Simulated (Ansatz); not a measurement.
# W, response to strain

The reference is W in the bcc (W type) structure (space group Im-3m, No. 229; a = 3.154 Å; relaxed with 0.1 eV smearing). Axes: x, y, z lie along the cube axes.

Strains are applied to the cell and any free atomic positions relax; under biaxial strain the out-of-plane vector relaxes too.

The values are results of Kohn–Sham DFT with the PBEsol functional, run in Ansatz (a first-principles code) with PAW and 420 eV plane waves, spin-orbit coupling left out, not measurements.

Notes on the quantities. pressure: mean of the normal stresses, compression positive; energy relative to the base: free energy F.

```tsv
case	pressure	energy relative to the base
base	0.0 GPa	0 meV/atom
biaxial strain −2.50 %, plane normal [001], relaxed out of plane	10.4 GPa	+38 meV/atom
biaxial strain −2.00 %, plane normal [001], relaxed out of plane	8.3 GPa	+24 meV/atom
biaxial strain −1.50 %, plane normal [001], relaxed out of plane	6.1 GPa	+13 meV/atom
biaxial strain −1.00 %, plane normal [001], relaxed out of plane	4.0 GPa	+5.9 meV/atom
biaxial strain −0.50 %, plane normal [001], relaxed out of plane	2.0 GPa	+1.5 meV/atom
biaxial strain +0.50 %, plane normal [001], relaxed out of plane	-1.9 GPa	+1.4 meV/atom
biaxial strain +1.50 %, plane normal [001], relaxed out of plane	-5.6 GPa	+13 meV/atom
biaxial strain +2.00 %, plane normal [001], relaxed out of plane	-7.4 GPa	+22 meV/atom
biaxial strain +3.00 %, plane normal [001], relaxed out of plane	-10.7 GPa	+49 meV/atom
```

Stability against distortions was not tested. The final runs are not spin-polarised.
